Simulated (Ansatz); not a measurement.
We look at the energy change from cell B to cell A (8 Ga replaced by In, in a slab cell with eight atoms a plane). Reaction: cell B + 8 InAs (zinc blende) → cell A + 8 GaAs (zinc blende). The sign is products less reactants.

Cell A: a slab of composition In22Ga8As28H12 built on GaAs (zinc blende, F-43m) (100), with 27 atoms on that crystal's sites, 70 atoms, rectangular cell of 8.13 × 16.25 Å (132.1 Å²), symmetry P1 within 0.02 Å, 13.0 Å thick under 16 Å of vacuum, in-plane vectors held at the crystal's; planes from bottom to top: H8 | Ga8H4 | As8 | In8 | As8 | In8 | As8 | In6 | As4, its two faces unlike (dipole correction applied); spin state with PBE: run without spin, k-point mesh 5×3×1.
```
CELL_PARAMETERS angstrom
      8.12667     0.00000     0.00000
      0.00000    16.25334     0.00000
      0.00000     0.00000    28.68638
ATOMIC_POSITIONS crystal
  As 0.09888 0.99767 0.72609
  As 0.40694 0.99670 0.72682
  As 0.09999 0.25228 0.72659
  As 0.40804 0.25389 0.72649
  In 0.03192 0.12533 0.66683
  In 0.48072 0.12501 0.66873
  In 0.01569 0.34070 0.65518
  In 0.48373 0.34300 0.65453
  In 0.01682 0.90795 0.65489
  In 0.48483 0.90841 0.65481
  As 0.25919 0.12541 0.60083
  As 0.75383 0.12514 0.61586
  As 0.24796 0.38538 0.59859
  As 0.75142 0.38050 0.60911
  As 0.35018 0.62514 0.60993
  As 0.65726 0.62473 0.61216
  As 0.25099 0.86452 0.59861
  As 0.75111 0.86915 0.60923
  In 0.24780 0.99757 0.54570
  In 0.75307 0.00162 0.55407
  In 0.25224 0.25282 0.54523
  In 0.75043 0.24825 0.55373
  In 0.26900 0.51827 0.54453
  In 0.74436 0.51303 0.55013
  In 0.27787 0.73232 0.54402
  In 0.73917 0.73692 0.54988
  As 0.99090 0.99879 0.49152
  As 0.50962 0.00104 0.49277
  As 0.99195 0.24948 0.49269
  As 0.51090 0.25093 0.49070
  As 0.00086 0.50651 0.49362
  As 0.51283 0.49325 0.48707
  As 0.00302 0.74658 0.49638
  As 0.51575 0.75227 0.48387
  In 0.99652 0.12493 0.43472
  In 0.50566 0.12464 0.43430
  In 0.99868 0.37783 0.43770
  In 0.50716 0.37050 0.42907
  In 0.99813 0.62984 0.43345
  In 0.50999 0.61951 0.43145
  In 0.99986 0.86911 0.43671
  In 0.50805 0.88316 0.43115
  As 0.24970 0.12467 0.37781
  As 0.75324 0.12473 0.37447
  As 0.24290 0.37473 0.37696
  As 0.76410 0.37575 0.37394
  As 0.25182 0.62486 0.37619
  As 0.75670 0.62507 0.37231
  As 0.24818 0.87522 0.37725
  As 0.76013 0.87451 0.37435
  Ga 0.21685 0.00016 0.32939
  Ga 0.79554 0.99981 0.32707
  Ga 0.21638 0.24916 0.32942
  Ga 0.79615 0.24966 0.32713
  Ga 0.21882 0.50000 0.32832
  Ga 0.79697 0.50007 0.32529
  Ga 0.28787 0.75053 0.32902
  Ga 0.71346 0.75104 0.32612
  H  0.00697 0.00285 0.32101
  H  0.29669 0.00006 0.27994
  H  0.72407 0.99888 0.27661
  H  0.00706 0.24534 0.32064
  H  0.29718 0.24955 0.28009
  H  0.72412 0.25054 0.27672
  H  0.00883 0.49992 0.31912
  H  0.30065 0.49816 0.27914
  H  0.72503 0.49826 0.27492
  H  0.50007 0.75163 0.32406
  H  0.21688 0.75209 0.27851
  H  0.77460 0.75264 0.27461
```

Cell B: a slab of composition In14Ga16As28H12 built on GaAs (zinc blende, F-43m) (100), with 37 atoms on that crystal's sites, 70 atoms, rectangular cell of 8.13 × 16.25 Å (132.1 Å²), symmetry P1 within 0.02 Å, 12.5 Å thick under 16 Å of vacuum, in-plane vectors held at the crystal's; planes from bottom to top: H8 | Ga8H4 | As8 | Ga8 | As8 | In8 | As8 | In6 | As4, its two faces unlike (dipole correction applied); foreign atoms: two times In bound to 4 As at 2.65–2.74 Å; two times In bound to 3 As at 2.59–2.60 Å; two times In bound to 3 As at 2.59–2.61 Å; In bound to 4 As at 2.61–2.64 Å; two times In bound to 4 As at 2.64–2.68 Å; In bound to 4 As at 2.60–2.64 Å and others; spin state with PBE: run without spin, k-point mesh 5×3×1.
```yaml
crystal:
  lattice:
    - [8.12667, 0.00000, 0.00000]
    - [0.00000, 16.25334, 0.00000]
    - [0.00000, 0.00000, 28.27105]
  atoms:
    - { symbol: As, position: [0.09913, 0.99743, 0.72173] }
    - { symbol: As, position: [0.40731, 0.99665, 0.72215] }
    - { symbol: As, position: [0.10011, 0.25253, 0.72222] }
    - { symbol: As, position: [0.40827, 0.25366, 0.72187] }
    - { symbol: In, position: [0.02978, 0.12535, 0.66190] }
    - { symbol: In, position: [0.47970, 0.12490, 0.66303] }
    - { symbol: In, position: [0.01693, 0.34056, 0.64956] }
    - { symbol: In, position: [0.48593, 0.34297, 0.64912] }
    - { symbol: In, position: [0.01802, 0.90835, 0.64923] }
    - { symbol: In, position: [0.48685, 0.90818, 0.64928] }
    - { symbol: As, position: [0.25670, 0.12526, 0.59481] }
    - { symbol: As, position: [0.75331, 0.12515, 0.60952] }
    - { symbol: As, position: [0.24995, 0.38520, 0.59241] }
    - { symbol: As, position: [0.75279, 0.38022, 0.60270] }
    - { symbol: As, position: [0.34742, 0.62497, 0.60392] }
    - { symbol: As, position: [0.65492, 0.62484, 0.60610] }
    - { symbol: As, position: [0.25251, 0.86466, 0.59235] }
    - { symbol: As, position: [0.75259, 0.86957, 0.60270] }
    - { symbol: In, position: [0.25218, 0.99769, 0.53880] }
    - { symbol: In, position: [0.75422, 0.00190, 0.54660] }
    - { symbol: In, position: [0.25550, 0.25255, 0.53854] }
    - { symbol: In, position: [0.75178, 0.24813, 0.54638] }
    - { symbol: In, position: [0.26652, 0.51798, 0.53768] }
    - { symbol: In, position: [0.74284, 0.51304, 0.54326] }
    - { symbol: In, position: [0.27231, 0.73216, 0.53731] }
    - { symbol: In, position: [0.73828, 0.73698, 0.54298] }
    - { symbol: As, position: [0.99480, 0.99838, 0.48363] }
    - { symbol: As, position: [0.51115, 0.00212, 0.48370] }
    - { symbol: As, position: [0.99532, 0.24975, 0.48480] }
    - { symbol: As, position: [0.51176, 0.25005, 0.48200] }
    - { symbol: As, position: [0.99929, 0.50553, 0.48525] }
    - { symbol: As, position: [0.51084, 0.49580, 0.47887] }
    - { symbol: As, position: [0.00021, 0.74649, 0.48718] }
    - { symbol: As, position: [0.51203, 0.75122, 0.47650] }
    - { symbol: Ga, position: [0.99890, 0.12471, 0.43472] }
    - { symbol: Ga, position: [0.50622, 0.12513, 0.43200] }
    - { symbol: Ga, position: [0.99942, 0.37697, 0.43647] }
    - { symbol: Ga, position: [0.50692, 0.37217, 0.42931] }
    - { symbol: Ga, position: [0.99871, 0.62852, 0.43234] }
    - { symbol: Ga, position: [0.50885, 0.62087, 0.42972] }
    - { symbol: Ga, position: [0.00026, 0.87010, 0.43527] }
    - { symbol: Ga, position: [0.50770, 0.88104, 0.43123] }
    - { symbol: As, position: [0.24802, 0.12483, 0.38386] }
    - { symbol: As, position: [0.75767, 0.12485, 0.38108] }
    - { symbol: As, position: [0.24495, 0.37459, 0.38349] }
    - { symbol: As, position: [0.76227, 0.37550, 0.38073] }
    - { symbol: As, position: [0.25133, 0.62492, 0.38191] }
    - { symbol: As, position: [0.75661, 0.62495, 0.37846] }
    - { symbol: As, position: [0.25038, 0.87554, 0.38369] }
    - { symbol: As, position: [0.75779, 0.87476, 0.38097] }
    - { symbol: Ga, position: [0.21710, 0.00004, 0.33437] }
    - { symbol: Ga, position: [0.79472, 0.99975, 0.33229] }
    - { symbol: Ga, position: [0.21648, 0.24952, 0.33437] }
    - { symbol: Ga, position: [0.79511, 0.24988, 0.33229] }
    - { symbol: Ga, position: [0.21854, 0.49932, 0.33334] }
    - { symbol: Ga, position: [0.79537, 0.49933, 0.33054] }
    - { symbol: Ga, position: [0.28761, 0.75109, 0.33390] }
    - { symbol: Ga, position: [0.71457, 0.75127, 0.33120] }
    - { symbol: H, position: [0.00659, 0.00122, 0.32637] }
    - { symbol: H, position: [0.29584, 0.00033, 0.28403] }
    - { symbol: H, position: [0.72324, 0.99946, 0.28108] }
    - { symbol: H, position: [0.00651, 0.24754, 0.32562] }
    - { symbol: H, position: [0.29673, 0.24970, 0.28423] }
    - { symbol: H, position: [0.72251, 0.25048, 0.28121] }
    - { symbol: H, position: [0.00775, 0.49951, 0.32518] }
    - { symbol: H, position: [0.29810, 0.49689, 0.28313] }
    - { symbol: H, position: [0.72504, 0.49701, 0.27923] }
    - { symbol: H, position: [0.50061, 0.75138, 0.32942] }
    - { symbol: H, position: [0.21805, 0.75326, 0.28247] }
    - { symbol: H, position: [0.77549, 0.75337, 0.27890] }
```

Reference: GaAs (zinc blende, F-43m), 16 atoms in the cell, the relaxed perfect crystal repeated, atoms not moved again, k-point mesh 5×3×13 on the run's own vectors.

Reference: InAs (zinc blende, F-43m), 2 atoms in the cell, k-point mesh 10×10×10 on the run's own vectors. Conventional cell: a = b = c = 6.1865 Å, α = β = γ = 90.00°.

All numbers come from Ansatz (an electronic-structure program), plane waves with PAW, its default PAW set, cutoff 420 eV, 500 eV for r2SCAN. The structures are at rest with PBE, within the held lattices; other levels are single points on them. Neutral cells; Fermi-Dirac smearing of at most 0.10 eV in the solids, energies taken to zero width. The lattices are those relaxed with PBE or held as stated, so at other levels the solids can be strained, which adds to the spread. Larger cells are relaxed from a start prepared with the learned potential CHGNet, on a coarser mesh till forces fall under 0.03 eV/Å, which some starts already meet. A dispersion term (D3(BJ), or D4 for r2SCAN) was computed beside these levels and is taken off wherever the name lacks it. The PAW files were made for PBE and serve at the other functionals too. Space groups of crystals are read within 0.01 Å. Nuclei at rest; no vibrational terms. Cells are local rest points, mostly with their start's symmetry. The runs are scalar-relativistic, without spin-orbit coupling. Values are for these cell sizes.

Task: Predict the value from PBE.

Result: 1.07 eV, for cell B + 8 InAs (zinc blende) → cell A + 8 GaAs (zinc blende).

Task: List the value at the remaining levels and say how far they part.

Result: 
```
Method  value (eV)  less PBE
------  ----------  --------
r2SCAN        0.71     -0.36
```

The levels shown span 0.36 eV, from r2SCAN (0.71) to PBE (1.07).
